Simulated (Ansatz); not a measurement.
The starting structures come from a database of crystals and need not be the phases stable at ambient conditions.

 Where the default PAW files enter, the runs use the earlier of Ansatz's two default sets.

Evanescent states of CaC₂ (I4/mmm, not sure to be the ambient phase, 3 atoms a cell, 16.0 Å³ an atom) along the normal of (100)

Method: r2SCAN (plane waves, PAW; Ansatz, a first-principles code).

The gap is the functional's own, uncorrected, and κ follows it; spin-orbit coupling is left out. Mid-gap values are interpolated between the computed energies.

Energies count from the valence-band top; κ is the least over a 8×6 mesh across the current.

```
E (eV)  κ (1/Å)  where
------  -------  -----
0.04      0.167  off Γ
0.14      0.284  off Γ
0.23      0.366  off Γ
0.32      0.372      Γ
0.41      0.375      Γ
0.49      0.378      Γ
0.58      0.373  off Γ
0.68      0.359  off Γ
0.77      0.344  off Γ
0.85      0.328  off Γ
0.94      0.311  off Γ
1.03      0.292  off Γ
1.12      0.271  off Γ
1.22      0.249  off Γ
1.30      0.223  off Γ
1.40      0.193  off Γ
1.49      0.157  off Γ
1.57      0.109  off Γ
```

How thick must the barrier be to attenuate the transmission by 10^6 when the electrodes' Fermi level lies at 0.32 eV, and what attenuation does that film give at 1.12 eV?

d = 6 ln 10 / (2 × 0.372) = 18.6 Å. At 1.12 eV it gives 6 × 0.271/0.372 = 4.4 decades.
